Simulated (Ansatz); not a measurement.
Levels about the gap of amorphous Zn12Sb12Se36 (60 atoms in a cell of 1522 Å³, 5.55 g/cm³; zone centre alone, so wide bands show as single levels with stretches between that a denser mesh fills), at the geometry that PBE-D3(BJ) relaxed, where it gives 0.1 GPa on a denser mesh. The participation number counts the atoms over which a state spreads; weights are charges in smoothed Voronoi cells. The levels come from a single point, so bond lengths are those of that geometry. Method of the levels: PBE-D3(BJ), scalar-relativistic without spin-orbit coupling, PAW (Ansatz default set, large-core Se) (Ansatz, a first-principles code). Sampling: the zone centre alone; Fermi-Dirac width 0.05 eV; no spin polarisation.

It comes from a melt-quench run on a machine-learned potential (CHGNet), relaxed afterwards by DFT. The hot cell started wider than the set density and was brought back towards it in steps. It is the lowest in DFT energy of 3 quenches. It is a model cell: composition and starting density were chosen by hand, and all elements were melted together. The geometry includes D3(BJ) dispersion. Its density started from a set value of 4.92 and ended at 5.55 g/cm³. The quench (nominally 79 K/ps over its main leg) was far faster than any real one, so the model tends to hold more defects than a real film. Values belong to this one cell and scatter from quench to quench. Volume and shape were free in the relaxation. On a 2×2×2 Γ-centred mesh force components of up to 0.42 eV/Å stay, since the relaxation ran on one k-point at (1/4, 1/4, 1/4).

| E - E(highest filled), eV | filling | participation number | largest on | weight Se | weight Sb | weight Zn |
|---|---|---|---|---|---|---|
| -0.34 | filled | 26.3 | Se, 2 neighbours | 0.78 | 0.13 | 0.08 |
| -0.31 | filled | 33.0 | Se, 4 neighbours | 0.78 | 0.15 | 0.07 |
| -0.22 | filled | 19.1 | Se, 2 neighbours | 0.83 | 0.09 | 0.08 |
| -0.17 | filled | 32.8 | Se, 2 neighbours | 0.83 | 0.11 | 0.06 |
| -0.13 | filled | 21.9 | Se, 3 neighbours | 0.74 | 0.19 | 0.07 |
| -0.09 | filled | 24.0 | Se, 4 neighbours | 0.81 | 0.14 | 0.05 |
| 0.00 | filled | 25.3 | Se, 4 neighbours | 0.74 | 0.18 | 0.08 |
| 0.81 | empty | 17.7 | Sb, 5 neighbours | 0.53 | 0.40 | 0.07 |
| 1.00 | empty | 21.8 | Se, 3 neighbours | 0.63 | 0.29 | 0.07 |
| 1.11 | empty | 23.0 | Sb, 4 neighbours | 0.49 | 0.44 | 0.08 |
| 1.13 | empty | 23.4 | Sb, 5 neighbours | 0.49 | 0.42 | 0.09 |
| 1.20 | empty | 30.2 | Sb, 5 neighbours | 0.49 | 0.44 | 0.08 |
| 1.29 | empty | 27.5 | Sb, 4 neighbours | 0.55 | 0.35 | 0.09 |
| 1.51 | empty | 31.4 | Se, 3 neighbours | 0.56 | 0.35 | 0.08 |

Most localised among these is the empty level at +0.81 eV, on a Sb atom, which has 5 neighbours (Se 2.62 Å, Se 2.66 Å, Se 2.75 Å, Se 3.13 Å, Sb 3.15 Å).
